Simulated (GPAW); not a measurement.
**A self-consistent single point of In (I4/mmm, 1 atom in the cell) with GPAW**

Computed with PBE, GPAW PAW datasets PBE (gpaw-data 1.0.1) (plane waves; GPAW 25.7.0).

The input file:

```python
from ase import Atoms
from ase.units import GPa
from gpaw import GPAW

atoms = Atoms(['In'],
              cell=[[-1.625000, 1.625000, 2.475000],
                    [1.625000, -1.625000, 2.475000],
                    [1.625000, 1.625000, -2.475000]],
              scaled_positions=[[0.000000, 0.000000, 0.000000]],
              pbc=True)

calc = GPAW(mode={'name': 'pw', 'ecut': 600},
            xc='PBE',
            kpts=(15, 15, 15),
            occupations={'name': 'fermi-dirac', 'width': 0.1},
            nbands=-7,
            convergence={'density': 1e-05},
            symmetry={'symmorphic': False, 'tolerance': 0.0005},
            maxiter=100,
            txt='-')

atoms.calc = calc

energy = atoms.get_potential_energy()
print('Energy (eV):', round(energy, 6))
forces = atoms.get_forces()
print('Forces (eV/Ang):')
print(forces.round(5))
stress = atoms.get_stress()
print('Stress (GPa, Voigt):', (stress / GPa).round(4))
```

Output (repeated stretches shortened):

```
Input parameters:
  convergence: {density: 1e-05}
  kpts: [15 15 15]
  maxiter: 100
  mode: {ecut: 600,
         name: pw}
  nbands: -7
  occupations: {name: fermi-dirac,
                width: 0.1}
  symmetry: {symmorphic: False,
             tolerance: 0.0005}
  xc: PBE

species:
  In:
    name: Indium
    Z: 49.0
    valence: 13
    core: 36
    charge: 0.0
    file: In.PBE.gz

    # Using partial waves for In as LCAO basis

Reference energy: -159975.419660  # eV

Spin-paired calculation

Convergence criteria:
 Maximum [total energy] change in last 3 cyles: 0.0005 eV / valence electron
 Maximum integral of absolute [dens]ity change: 1e-05 electrons / valence electron
 Maximum integral of absolute [eigenst]ate change: 4e-08 eV^2 / valence electron
 Maximum number of scf [iter]ations: 100

Symmetries present (total): 16
Symmetries with fractional translations: 0
3375 k-points: 15 x 15 x 15 Monkhorst-Pack grid
288 k-points in the irreducible part of the Brillouin zone
       k-points in crystal coordinates                weights
   0:     0.00000000    0.00000000    0.00000000          1/3375
   1:     0.06666667   -0.06666667    0.00000000          4/3375
   2:     0.06666667   -0.06666667    0.06666667          4/3375
   [... 7 lines left out ...]
          ...
 287:     0.46666667    0.46666667    0.46666667          8/3375

Wave functions: Plane wave expansion
  Cutoff energy: 600.000 eV
  Number of coefficients (min, max): 854, 901
  Pulay-stress correction: 0.000000 eV/Ang^3 (de/decut=0.000000)

Occupation numbers: Fermi-Dirac:
  width: 0.1000  # eV

Eigensolver

Densities:
  Coarse grid: 20*20*20 grid
  Fine grid: 40*40*40 grid
  Total Charge: 0.000000

Density mixing:
  Method: separate
  Backend: pulay
  Linear mixing parameter: 0.05
  old densities: 5
  Damping of long wavelength oscillations: 50

Hamiltonian:
  XC and Coulomb potentials evaluated on a 40*40*40 grid
  External potential:
    NoExternalPotential

XC parameters: PBE with 2 nearest neighbor stencil

Number of atoms: 1
Number of atomic orbitals: 9
Number of bands in calculation: 13
Number of valence electrons: 13
Bands to converge: occupied

Density initialized from atomic densities
  9 bands from LCAO basis set
  4 bands from random numbers

Atomic positions and initial magnetic moments

Positions:
   0 In     0.000000    0.000000    0.000000    ( 0.0000,  0.0000,  0.0000)

Unit cell:
           periodic     x           y           z      points  spacing
  1. axis:    yes   -1.625000    1.625000    2.475000    20     0.1358
  2. axis:    yes    1.625000   -1.625000    2.475000    20     0.1358
  3. axis:    yes    1.625000    1.625000   -2.475000    20     0.1149

  Lengths:   3.377407   3.377407   3.377407
  Angles:  122.480441 122.480441  85.754892

Effective grid spacing dv^(1/3) = 0.1484

     iter     time        total  log10-change:
                         energy   eigst   dens
iter:   1 --:--:--    -2.802987
iter:   2 --:--:--    -2.800230   -2.12  -1.58
iter:   3 --:--:--    -2.776806   -2.34  -1.61
iter:   4 --:--:--    -2.787454   -3.08  -2.14
iter:   5 --:--:--    -2.773896   -3.38  -2.30
iter:   6 --:--:--    -2.773907   -4.72  -3.30
iter:   7 --:--:--    -2.773905c  -5.64  -3.37
iter:   8 --:--:--    -2.773927c  -5.36  -3.31
iter:   9 --:--:--    -2.773928c  -6.41  -4.25
iter:  10 --:--:--    -2.773927c  -8.00c -4.31
iter:  11 --:--:--    -2.773928c  -7.44c -4.08
iter:  12 --:--:--    -2.773928c  -7.54c -4.49
iter:  13 --:--:--    -2.773928c  -9.01c -5.23c

Converged after 13 iterations.

Dipole moment: (0.000000, 0.000000, 0.000000) |e|*Ang

Energy contributions relative to reference atoms: (reference = -159975.419660)

Kinetic:        +11.708822
Potential:      -10.667546
External:        +0.000000
XC:              -3.971851
Entropy (-ST):   -0.015306
Local:           +0.164301
SIC:             +0.000000
--------------------------
Free energy:     -2.781581
Extrapolated:    -2.773928

Showing only first 2 kpts
 Kpt  Band  Eigenvalues  Occupancy
  0     4     -7.33623    2.00000
  0     5     -2.56190    2.00000
  0     6     17.50476    0.00000
  0     7     17.50476    0.00000

  1     4     -7.34445    2.00000
  1     5     -2.42608    2.00000
  1     6     16.65419    0.00000
  1     7     16.83752    0.00000

Fermi level: 6.99010

No gap
No difference between direct/indirect transitions
Energy (eV): -2.773928

Forces in eV/Ang:
  0 In    0.00000    0.00000    0.00000

Stress tensor:
    -0.011093    -0.000000    -0.000000
    -0.000000    -0.011093     0.000000
    -0.000000     0.000000    -0.008890
Stress (GPa, Voigt): [-1.7772 -1.7772 -1.4243  0.     -0.     -0.    ]
```

The run converged in 13 iterations. GPAW prints stress with tension positive.

The starting cell has typed, rounded lattice constants, without a prior relaxation at this level.

Cost on one core of a shared machine: roughly 30 s.
